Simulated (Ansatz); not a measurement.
Start from ScCl3 (space group R-3, No. 148; layered, stacked along the Cartesian z axis).

```yaml
crystal:
  lattice:
    - [3.17371, 1.83234, 5.86016]
    - [-3.17371, 1.83234, 5.86016]
    - [0.00000, -3.66468, 5.86016]
  atoms:
    - { symbol: Sc, position: [0.33342, 0.33342, 0.33342] }
    - { symbol: Sc, position: [0.66658, 0.66658, 0.66658] }
    - { symbol: Cl, position: [0.72454, 0.43653, 0.07988] }
    - { symbol: Cl, position: [0.27546, 0.56347, 0.92012] }
    - { symbol: Cl, position: [0.07988, 0.72454, 0.43653] }
    - { symbol: Cl, position: [0.92012, 0.27546, 0.56347] }
    - { symbol: Cl, position: [0.43653, 0.07988, 0.72454] }
    - { symbol: Cl, position: [0.56347, 0.92012, 0.27546] }
```

Computed with r2SCAN+rVV10 (Ansatz, a program for electronic structure, PAW, without spin-orbit coupling).

Before the change:

| Property | Value |
|---|---|
| Volume per atom | 25.56 Å³ |

Modification: cell and atoms relaxed at a pressure of 60 GPa.

Problem. Predict the new volume per atom.

Solution. The volume per atom decreases by 11.25 Å³ (25.56 Å³ → 14.31 Å³).

Load acts through the strain it causes; cell and atoms are relaxed under it. Stability against distortions was not tested. No other phases were tried under pressure. The final runs are not spin-polarised.
